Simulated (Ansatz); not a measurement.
CO on the 1x1 (111) surface of fcc Rh, one in a 2x2 cell, energies for each (25.4 Å²). Energies are against CO(g), without zero-point or thermal terms; each row is named by its start.

These are PBE (plane waves to 420 eV, PAW; Ansatz, an electronic-structure program) values and carry that method's errors.

Set-up: 18 atoms, 6.5 Å thick at the start under the adsorbate (thin: gaps and levels are the slab's own); mesh 6x6x1; 0.1 eV smearing; dipole correction on; 8 atoms held, the rest relaxed; each run with such symmetry as its start has; no spin, no spin-orbit, no U, no dispersion correction.

A negative adsorption energy means that the adsorbate is more stable on the surface than in its reference. Starts that drift may end in the same place. Heights count from the host atoms within 0.3 Å of the top one.

```csv
starting site,E_ads (eV),height (Å),nearest host atom (Å),bonded to,Δ work function (eV),lateral drift (Å)
top Rh,-1.88,1.99,Rh 1.83,Rh,0.56,0.0
hollow Rh-Rh-Rh over Rh at depth 2.2 Å,-1.90,1.38,Rh 2.09,3 Rh,1.17,0.0
hollow Rh-Rh-Rh over Rh at depth 4.4 Å,?,1.41,Rh 2.10,3 Rh,1.08,0.0
bridge Rh-Rh (span 2.7 Å),-1.90,1.38,Rh 2.09,3 Rh,1.17,0.8
```

### Question
Complete the blanks.

### Answer

- hollow Rh-Rh-Rh over Rh at depth 4.4 Å, E_ads (eV): -1.81
